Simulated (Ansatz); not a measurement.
Base system: Ti in the hcp (Mg type) structure (space group P6_3/mmc, No. 194; a = 2.936 Å, c = 4.640 Å; relaxed with 0.1 eV smearing). Axes: x lies along a and z along c of the hexagonal cell.

The values are results of Ansatz (a first-principles code), r2SCAN, PAW, cutoff 500 eV, no spin-orbit coupling, not measurements.

For the base:

- Pressure = 0.0 GPa
- Band gap = zero
- Shortest interatomic distance = 2.874 Å

It is then changed as follows: uniaxial strain ε_zz = +3.00 %, all other strain components held at zero, atoms relaxed at fixed cell.

Q: Estimate the effect on the pressure, energy relative to the base, band gap and shortest interatomic distance.

A: The pressure (mean of the normal stresses, compression positive) goes from zero to -3.2 GPa; the energy grows by 9.1 meV/atom; the band gap is still zero; the shortest interatomic distance rises by 0.056 Å (2.874 Å → 2.930 Å).

Stability against distortions was not tested. All final runs are without spin polarisation.
